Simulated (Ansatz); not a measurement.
**A computed series for hypothetical P4_2/mnm BP: carrier doping**

Consider BP (space group P4_2/mnm, No. 136; a hypothetical phase, not in the database extracts checked).

```yaml
crystal:
  lattice:
    - [5.53234, 0.00000, 0.00000]
    - [0.00000, 5.53234, 0.00000]
    - [0.00000, 0.00000, 3.18730]
  atoms:
    - { symbol: B, position: [0.32159, 0.67841, 0.00000] }
    - { symbol: B, position: [0.67841, 0.32159, 0.00000] }
    - { symbol: B, position: [0.82159, 0.82159, 0.50000] }
    - { symbol: B, position: [0.17841, 0.17841, 0.50000] }
    - { symbol: P, position: [0.31929, 0.31929, 0.00000] }
    - { symbol: P, position: [0.68071, 0.68071, 0.00000] }
    - { symbol: P, position: [0.18071, 0.81929, 0.50000] }
    - { symbol: P, position: [0.81929, 0.18071, 0.50000] }
```

Carriers are added at fixed cell with a uniform background; the Fermi–Dirac width is that of 300 K.

Computed with Ansatz (a first-principles code) PBEsol, no SOC.

Notes on the quantities. Fermi level from band edge: Fermi level relative to the doped band's edge (positive inside the band; to 0.05 eV).

| hole density (10^21 cm⁻³) | Fermi level from band edge (eV) |
|---|---|
| 3 | 0.80 |
| 5 | 1.00 |
| 7 | ? |
| 20 | 1.85 |

Q: Fit E_F = C n^s, fitted as a line in log–log form (a parabolic band gives s = 2/3) to the rows shown and predict the withheld row.

A: Least squares on the printed values gives C = 0.49 eV, s = 0.44 (largest residual 0.00 eV); this predicts 1.16 eV, and the run gives 1.15 eV, in agreement.

Charged cell with a jellium background: band edges are those of the host's band count, energies are not comparable with the neutral cell, and many-body gap narrowing is missing. Whether these cells are dynamically stable was not tested.
